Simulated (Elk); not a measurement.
Band structure of SiTe2 (P-3m1, 3 atoms in the cell).

```xyz
3
Lattice="3.7921 0.0000 0.0000 -1.8961 3.2841 0.0000 0.0000 0.0000 7.0635" Properties=species:S:1:pos:R:3 pbc="T T T"
Si     0.0000     0.0000     0.0000
Te     0.0000     2.1894     5.4630
Te     1.8961     1.0947     1.6005
```

Method: PBEsol, all-electron FP-LAPW, Elk's shipped species files, LAPW+lo basis in Elk.

Settings: xctype = 22; rgkmax = 7.5; stype = 0; swidth = 0.00999582 Ha; ngridk = 8 8 4; gmaxvr = 16 1/bohr; nxoapwlo = 1.

The starting cell comes from a database of computed structures (which also holds hypothetical and non-ambient phases and stackings), without a prior relaxation at this level. Its lattice was rescaled by a random factor within 2.5 % of one. Spin-orbit coupling is off. Values depend on the basis (sphere radii, cutoffs, local orbitals), which need not be converged. The run gives no clean gap (levels at the Fermi energy touch, overlap or are partly filled at this smearing), which alone does not show that the compound is a metal.

Levels in eV from the Fermi level, bands 15 to 22:
| point | 15 | 16 | 17 | 18 | 19 | 20 | 21 | 22 |
|---|---|---|---|---|---|---|---|---|
| Γ | -0.65 | -0.65 | -0.10 | -0.10 | 0.93 | 3.06 | 3.31 | 3.31 |
| M | -3.26 | -2.88 | -1.77 | -0.48 | -0.21 | 2.82 | 3.88 | 4.26 |
| K | -4.43 | -4.28 | -1.77 | -1.77 | 0.32 | 4.88 | 4.88 | 5.41 |
| A | -0.67 | -0.67 | -0.05 | -0.05 | 1.70 | 2.89 | 3.17 | 3.17 |
| L | -2.83 | -2.68 | -1.25 | -0.71 | -0.64 | 2.65 | 3.49 | 3.91 |
| H | -4.67 | -4.41 | -1.07 | -1.07 | 1.03 | 3.42 | 3.42 | 3.94 |

Bands cross the Fermi level along this path, so the cell is metallic at this level.
